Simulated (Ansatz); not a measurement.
## CdS: energy against strain

CdS (wurtzite, P6_3mc, 26.037 Å³/atom at rest, c along z) under a strain ε along c (axis z), the other axes held. PBE in Ansatz, a plane-wave DFT program (PAW, default set), 420 eV, 9×9×5 Γ-centred mesh, Fermi-Dirac smearing 0.05 eV; ions are relaxed within the symmetry of each cell.

Here s stands for strain and y for E less E0.

| strain (%) | E less E0 (meV/atom) |
|---|---|
| -3.00 | ? |
| -1.20 | 1.00 |
| -0.60 | 0.24 |
| 0.00 | 0.00 |
| 0.60 | 0.25 |
| 1.20 | 1.01 |

Using a parabola, estimate the missing y at s = -3.00 from the other rows, showing the fit.

Least squares gives y = -0.004 + 0.0050·s + 0.7004·s². Residuals (row less fit): 0.001, -0.005, 0.004, -0.001, -0.001; standard error 0.005 (degrees of freedom: 2). Twice the quadratic coefficient over the volume, 2 × 0.7004 meV × 10⁴ × 0.1602 / 26.037 Å³, is the elastic constant C33 = 86 ± 0.4 GPa. At the withheld row, y = -0.004 + 0.0050 × (-3.0) + 0.7004 × (-3.0)² = 6.285 meV/atom. The calculation gives 6.32 meV/atom, 0.035 meV/atom above the prediction (0.6 % of the range of y in the table). The row lies outside the fitted rows, so this is an extrapolation. The fitted rows scatter only by rounding.

One order more, fitted to all 11 runs of the series, follows each within 0.01, so the miss is the next term of a smooth law. Rows are the converged runs of the series near zero and its far end; series whose fitted rows scatter by over a few per cent of the range, as at a crossing or softening among them, aren't shown in this form. Most that stay on the fit to the last digits aren't either.
